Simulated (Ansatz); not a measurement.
Take W in the diamond structure (space group Fd-3m, No. 227; a hypothetical phase, not in the database extracts checked) as the base.

```yaml
crystal:
  lattice:
    - [0.00000, 2.87772, 2.87772]
    - [2.87772, 0.00000, 2.87772]
    - [2.87772, 2.87772, 0.00000]
  atoms:
    - { symbol: W, position: [0.25000, 0.25000, 0.25000] }
    - { symbol: W, position: [0.00000, 0.00000, 0.00000] }
```

Level of theory: PBEsol/PAW in Ansatz (a quantum-chemistry and plane-wave program), without spin-orbit coupling.

For the base:

* **Shortest interatomic distance**: 4.710 bohr

Now apply this change: a hydrostatic pressure of 7.5 GPa.

Question: What does the calculation give for the shortest interatomic distance after the change?

Answer: The shortest interatomic distance decreases by 0.0814 bohr, from 4.710 bohr to 4.628 bohr.

Load acts through the strain it causes; cell and atoms are relaxed under it. Stability against distortions was not tested. No other phases were tried under pressure. All final runs are without spin polarisation.
